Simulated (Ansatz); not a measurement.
Take MgO in the rock salt structure (space group Fm-3m, No. 225; a = 4.159 Å) as the base. Axes: x, y, z lie along the cube axes.

Structures relaxed with Ansatz (a program for electronic structure), LDA, PAW, cutoff 420 eV, scalar-relativistic without spin-orbit coupling.

Base:

Simulated powder pattern, Mo Kα, λ = 0.71073 Å (kinematic, ideal powder, no thermal factors, no anomalous dispersion; the 14 strongest lines at most, above 2 %, up to 2θ = 40°):

```json
[
 {"2θ (°)": "17.02", "I/Imax (%)": "10", "hkl": "(111)"},
 {"2θ (°)": "19.68", "I/Imax (%)": "100", "hkl": "(200)"},
 {"2θ (°)": "27.97", "I/Imax (%)": "61", "hkl": "(220)"},
 {"2θ (°)": "32.92", "I/Imax (%)": "7.9", "hkl": "(311)"},
 {"2θ (°)": "34.43", "I/Imax (%)": "18", "hkl": "(222)"},
 {"2θ (°)": "39.97", "I/Imax (%)": "7.5", "hkl": "(400)"}
]
```

After one change:

Simulated powder pattern, Mo Kα, λ = 0.71073 Å (kinematic, ideal powder, no thermal factors, no anomalous dispersion; the 14 strongest lines at most, above 2 %, up to 2θ = 40°):

| 2θ (°) | I/Imax (%) |
|---|---|
| 16.67 | 7.6 |
| 17.18 | 2.4 |
| 19.42 | 100 |
| 27.27 | 32 |
| 27.92 | 30 |
| 32.13 | 2.0 |
| 32.42 | 4.0 |
| 33.70 | 15 |
| 34.77 | 4.3 |
| 39.43 | 7.6 |

Q: Which of these changes matches the shifts?
A. biaxial strain +2.50 %, plane normal [111], relaxed out of plane
B. biaxial strain +1.25 %, plane normal [111], relaxed out of plane
C. biaxial strain −1.67 %, plane normal [111], relaxed out of plane
D. biaxial strain −2.50 %, plane normal [111], relaxed out of plane

A: A, biaxial strain +2.50 %, plane normal [111], relaxed out of plane. Its volume per atom is 9.36 Å³ against 8.99 Å³, and its space group is R-3m (No. 166).

Whether these cells are dynamically stable was not tested.
